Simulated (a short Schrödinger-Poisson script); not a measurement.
System: gated In0.52Al0.48As/In0.53Ga0.47As δ-doped gas in a quantum well, at 20 K.

```
layer        material  thickness (nm)  Na (cm⁻³)
-----  --------------  --------------  ---------
1      In0.52Al0.48As              30          -
2      In0.52Al0.48As               3          -
3      In0.53Ga0.47As               6          -
4      In0.52Al0.48As            4000       1e15
```

The device is made up for the run: typed textbook-type constants, with dimensions and the other settings drawn at random. In0.52Al0.48As: permittivity 12.5, conduction-band edge (eV) 0.52, gap (eV) 1.45, electron mass (mₑ) 0.075, Nv at 300 K (cm⁻³) 1.1e19. In0.53Ga0.47As: permittivity 13.9, conduction-band edge (eV) 0, gap (eV) 0.74, Nv at 300 K (cm⁻³) 7.7e18.

Channel valleys (confinement mass, in-plane density-of-states mass, number): Γ 0.041, 0.041, 1. At the gate the conduction-band edge of layer 1 lies 0.65 eV − eVg above the Fermi level of the channel; the field vanishes at the back. Sheet of ionised δ-doping: +2.3e12 e/cm² at 30 nm from the gate. The barrier under the gate holds no holes. Gaps are held at their typed values at every temperature. Mesh 0.08 nm at interfaces.

Solved with a short Schrödinger-Poisson script written for these runs: 1D Poisson equation in equilibrium, electrons quantum, Hartree (BenDaniel-Duke, 40 states a valley, the channel's in-plane mass for all, wave functions free to enter the barrier), parabolic valleys, classical holes, full ionisation, no traps, pinning or gate leakage.

Task: List the lowest subbands of each valley and their electrons at Vg = 0.4 V.

Result: 
| valley | subband | energy from the Fermi level (meV) | electrons (cm⁻²) | share (%) |
|---|---|---|---|---|
| Γ | 0 | -115.3 | 1.97e12 | 100.0 |
| Γ | 1 | 164.4 | < 1e6 | 0.0 |
| Γ | 2 | 197.1 | < 1e6 | 0.0 |

All electrons: 1.97e12 cm⁻².
